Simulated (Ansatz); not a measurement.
The starting structures come from a database of crystals and need not be the phases stable at ambient conditions.

Inside the gap of an insulator the Bloch states are evanescent, with a wavenumber k + iκ along the transport direction.

Consider the following.

```yaml
crystal:
  lattice:
    - [5.67799, 0.00000, 0.00000]
    - [0.00000, 8.17824, 0.00000]
    - [0.00000, 0.00000, 5.92801]
  atoms:
    - { symbol: Ca, position: [0.01799, 0.25000, 0.06071] }
    - { symbol: Ca, position: [0.98201, 0.75000, 0.93929] }
    - { symbol: Ca, position: [0.51799, 0.75000, 0.43929] }
    - { symbol: Ca, position: [0.48201, 0.25000, 0.56071] }
    - { symbol: Pb, position: [0.50000, 0.00000, 0.00000] }
    - { symbol: Pb, position: [0.00000, 0.00000, 0.50000] }
    - { symbol: Pb, position: [0.00000, 0.50000, 0.50000] }
    - { symbol: Pb, position: [0.50000, 0.50000, 0.00000] }
    - { symbol: O, position: [0.31001, 0.43404, 0.30473] }
    - { symbol: O, position: [0.68999, 0.56596, 0.69527] }
    - { symbol: O, position: [0.81001, 0.56596, 0.19527] }
    - { symbol: O, position: [0.18999, 0.43404, 0.80473] }
    - { symbol: O, position: [0.18999, 0.06596, 0.80473] }
    - { symbol: O, position: [0.81001, 0.93404, 0.19527] }
    - { symbol: O, position: [0.68999, 0.93404, 0.69527] }
    - { symbol: O, position: [0.31001, 0.06596, 0.30473] }
    - { symbol: O, position: [0.87377, 0.25000, 0.43997] }
    - { symbol: O, position: [0.12623, 0.75000, 0.56003] }
    - { symbol: O, position: [0.37377, 0.75000, 0.06003] }
    - { symbol: O, position: [0.62623, 0.25000, 0.93997] }
```

The cell is taken as given; by r2SCAN it stands under a pressure of -0.9 GPa.

Transport runs along the normal of the first two printed cell vectors.

The gap is the functional's own. No spin-orbit coupling. Mid-gap values are those at the computed energy nearest the middle.

### Question
Give the band gap and the smallest decay constant κ at mid-gap that r2SCAN (Ansatz, a quantum-chemistry and plane-wave program) yields.

### Answer
Gap 1.20 eV on a 6×4×6 mesh; κ = 0.212 1/Å, at the zone centre.
